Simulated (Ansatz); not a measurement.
Given:

```
CELL_PARAMETERS angstrom
      0.00000     2.02781     2.02781
      2.02781     0.00000     2.02781
      2.02781     2.02781     0.00000
ATOMIC_POSITIONS crystal
  Al 0.00000 0.00000 0.00000
```

No spin polarisation.

The values are results of Ansatz (a program for electronic structure) PBEsol, no spin-orbit coupling, not measurements. Γ-centred 28×28×28 mesh, Fermi–Dirac width 0.1 eV.

Question: Predict the pressure.

Answer: -2.3 GPa.

Question: What is the computed band gap?

Answer: Zero.

Question: Estimate the space group.

Answer: Fm-3m (No. 225).

The cells carry an imposed strain or load. No phonon test of stability was made. The cell was made from Al in the fcc (Cu type) structure (space group Fm-3m, No. 225) by this change: isotropic strain +1.00 %.
